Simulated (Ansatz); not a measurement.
**ZrB2: uniaxial strain ε_zz = −3.00 %**

Consider ZrB2 (space group P6/mmm, No. 191; a = 3.1714 Å, c = 3.5418 Å; relaxed with 0.1 eV smearing). Axes: x lies along a and z along c of the hexagonal cell.

One thing is altered: uniaxial strain ε_zz = −3.00 %, all other strain components held at zero; the atoms relax in the strained cell.

All numbers come from Ansatz (a quantum-chemistry and plane-wave program) PBE, spin-orbit coupling left out. k-mesh 21×21×16 (Γ-centred); smearing 0.1 eV (Fermi–Dirac).

The volume per atom shrinks by 0.309 Å³, from 10.28 Å³ to 9.98 Å³ and the space group stays P6/mmm (No. 191). The shortest interatomic distance stays 1.831 Å and the energy rises by 13 meV/atom. The pressure (mean of the normal stresses, compression positive) goes from zero to 7.4 GPa and the band gap stays zero. The stress (xx, yy, zz, yz, xz, xy; compression positive) comes out as (4.1, 4.1, 14.0, 0.0, 0.0, 0.0) GPa.

Final structure:

```xyz
3
Lattice="3.1714 0.0000 0.0000 -1.5857 2.7465 0.0000 0.0000 0.0000 3.4356" Properties=species:S:1:pos:R:3 pbc="T T T"
Zr     0.0000     0.0000     0.0000
B      1.5857     0.9155     1.7178
B      0.0000     1.8310     1.7178
```

Cost of the whole job for the changed cell (relaxation, final SCF and bands): around 12 core-seconds (rough).

No phonon test of stability was made. All final runs are without spin polarisation.
